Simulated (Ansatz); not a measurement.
A self-consistent single point of NaZnCl3 (Pm-3m, 5 atoms in the cell) with Ansatz (an electronic-structure program).

Computed with PBE (plane waves, PAW; Ansatz).

```yaml
crystal:
  lattice:
    - [4.64494, 0.00000, 0.00000]
    - [0.00000, 4.64494, 0.00000]
    - [0.00000, 0.00000, 4.64494]
  atoms:
    - { symbol: Na, position: [0.00000, 0.00000, 0.00000] }
    - { symbol: Zn, position: [0.50000, 0.50000, 0.50000] }
    - { symbol: Cl, position: [0.00000, 0.50000, 0.50000] }
    - { symbol: Cl, position: [0.50000, 0.50000, 0.00000] }
    - { symbol: Cl, position: [0.50000, 0.00000, 0.50000] }
```

Reference input (self-consistent single point, DFT, PBE, plane waves, default PAW files): kpoints.mp_grid.grid = 6 6 6; hamiltonian.xc = pbe; hamiltonian.pseudopotentials = {kind: paw} (the program's default PAW files); scf.occupations.method = cold; scf.occupations.width = 0.05 eV. This run's input differs from it in these lines:

Ansatz 0.2 input:
```diff
@@ -13,3 +13,3 @@
 kpoints:
-  mp_grid: { grid: [6, 6, 6] }
+  mp_grid: { grid: [5, 5, 5] }
 hamiltonian:
```

Output (repeated stretches shortened):

```
SCF iter   1: F=—  HF=-8049.685837 eV  |F-HF|=—  |Δ(HF+E_count)|=         —  Δρ=9.86e-4  dr2=9.26e-4  ethr=1.77e-3  ⟨swp⟩=7.5  Hψ=1281  notcnv=0
all-band conjugate gradients solve this SCF's bands
preconditioner: auto → Resta (q_TF=auto, 2.360 Å⁻¹)
SCF iter   2: F=—  HF=-8049.685198 eV  |F-HF|=—  |Δ(HF+E_count)|=   6.39e-4  S|Δr|=    0.00e0  Δρ=3.72e-4  dr2=1.58e-4  ethr=2.21e-6  ⟨swp⟩=2.0  Hψ=522  notcnv=0
SCF iter   3: F=—  HF=-8049.685152 eV  |F-HF|=—  |Δ(HF+E_count)|=   4.59e-5  S|Δr|=    0.00e0  Δρ=2.63e-4  dr2=8.25e-5  ethr=3.77e-7  ⟨swp⟩=2.0  Hψ=354  notcnv=0
SCF iter   4: F=—  HF=-8049.685152 eV  |F-HF|=—  |Δ(HF+E_count)|=   8.34e-7  S|Δr|=    0.00e0  Δρ=6.05e-5  dr2=4.59e-6  ethr=1.96e-7  ⟨swp⟩=2.0  Hψ=388  notcnv=0  defer=1
SCF iter   5: F=—  HF=-8049.685151 eV  |F-HF|=—  |Δ(HF+E_count)|=   3.42e-7  S|Δr|=    0.00e0  Δρ=2.48e-5  dr2=8.96e-7  ethr=1.09e-8  ⟨swp⟩=2.0  Hψ=394  notcnv=0  defer=1
SCF iter   6: F=-8049.685151 eV  HF=-8049.685151 eV  |F-HF|=6.40e-9  |Δ(HF+E_count)|=   1.50e-7  S|Δr|=    0.00e0  Δρ=4.65e-6  dr2=3.46e-8  ethr=2.38e-10  ⟨swp⟩=6.5  Hψ=1269  notcnv=0
SCF 1 converged in 6 iterations: F = -8049.685151 eV  dr2 = 3.46e-8
Stability not checked (fill_not_monotonic)
Free energy (F): -8049.685151 eV
Internal energy: -8049.685151 eV  (E = F + TS)
E sigma→0 (E₀):  -8049.685151 eV
Fermi energy:    4.970121 eV
--- Forces (eV/Å), atoms counted from 1 ---
  atom   1  Na    -0.00000000    -0.00000000     0.00000000
   [... zero for the other atoms too ...]
--- Stress (GPa, compression-positive) ---
        9.182705      -0.000000       0.000000
       -0.000000       9.182705       0.000000
        0.000000       0.000000       9.182705
  P = ⅓ Tr σ = 9.1827 GPa (91.827 kbar)
  The stress holds the Pulay correction. Without it, at fixed plane waves, as pw.x and ABINIT print it: P = 9.1427 GPa
```

The run converged in 6 iterations. Against the reference run the free energy is nearly the same (within 1 meV/atom), the pressure stays at 9.18 GPa and the gap on the mesh goes from 1.799 to 2.019 eV.

The starting cell was generated: these elements placed on a structure prototype, without a prior relaxation; it need not be a known phase or ordering of this composition. Ansatz's pressure includes its estimate of the finite-basis (Pulay) stress. Another mesh or the band path of this cell gives a smaller gap, so this value is not converged in the mesh.
